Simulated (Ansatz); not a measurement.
Take Os in the fcc (Cu type) structure (space group Fm-3m, No. 225; a = 3.821 Å) as the base. Axes: x, y, z lie along the cube axes.

The values are results of Kohn–Sham DFT with the PBEsol functional, run in Ansatz (a program for electronic structure) with PAW and 420 eV plane waves, no spin-orbit coupling, not measurements.

Perturbation: a free-standing slab of 4 layers (4 atoms, 1 a layer) is cut normal to [111], with 15 Å of vacuum and the in-plane cell held at bulk.

Problem. How does this affect the excess energy per area of both faces?

Solution. The excess energy per area of both faces (slab less bulk energy over the cell's area: twice a surface energy) comes out as 6.4 J/m² (uncertain by up to 0.1 J/m²).

Problem. How does this affect the change of the spacing d12 from its bulk value of 2.206 Å?

Solution. The change of the spacing d12 from its bulk value of 2.206 Å is -4.3 %.

Slab and bulk use different k-meshes, which limits the precision of the excess energy. Stability against distortions was not tested. The final runs are not spin-polarised. This is not the structure that Os has at room temperature and ambient pressure.
